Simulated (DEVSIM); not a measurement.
System: illuminated Si n-on-p cell, one wavelength, with a back-surface field, at 250 K.

Layer 1 from the left is Si, thickness (μm) 0.410, Nd (cm⁻³) 1.5e18, τn (s) 1.1e-6, τp (s) 1.3e-5, absorption coefficient (cm⁻¹) 25000. Layer 2 from the left is Si, thickness (μm) 35.0, Na (cm⁻³) 6.8e15, τn (s) 2.7e-5, τp (s) 2.7e-5, absorption coefficient (cm⁻¹) 25000. Layer 3 from the left is Si, thickness (μm) 1.70, Na (cm⁻³) 4.7e18, τn (s) 2.7e-5, τp (s) 2.7e-5, absorption coefficient (cm⁻¹) 25000.

Left contact: ohmic, minority hole recombination velocity 100 cm/s. Right contact: ohmic, minority electron recombination velocity 20000 cm/s. Voltage is applied to the left contact. Recombination: SRH at mid-gap, radiative, Auger. Light enters at the left, 6e16 photons cm⁻² s⁻¹, one pass, no reflection. Mobility is constant in doping.

This is a model device: material constants are rounded textbook-type values typed into the input, and sizes, dopings and lifetimes were drawn at random. Values at 300 K; Nc and Nv go as T^1.5, mobilities as T to minus their exponent, the gap by Varshni's rule with the affinity fixed.

Si: gap (eV) 1.124, affinity (eV) 4.05, permittivity 11.7, Nc (cm⁻³) 2.86e19, Nv (cm⁻³) 3.1e19, μn (cm²/Vs) 1417, μp (cm²/Vs) 470, T exponent of μn 2.3, T exponent of μp 2.2, B (cm³/s) 4.7e-15, Cn (cm⁶/s) 2.8e-31, Cp (cm⁶/s) 9.9e-32, Varshni α (eV/K) 0.000473, Varshni β (K) 636.

Model (solved in DEVSIM): 1D drift-diffusion, Boltzmann statistics, complete ionisation; no tunnelling, impact ionisation, image-force lowering or self-heating.

Problem. What does the simulation give for the dark forward voltage at 100 A/cm², the potential step across the device at zero bias, the share of generated pairs collected at short circuit?

Solution. dark forward voltage at 100 A/cm² 0.960 V; potential step across the device at zero bias 1.044 V; share of generated pairs collected at short circuit 0.999.
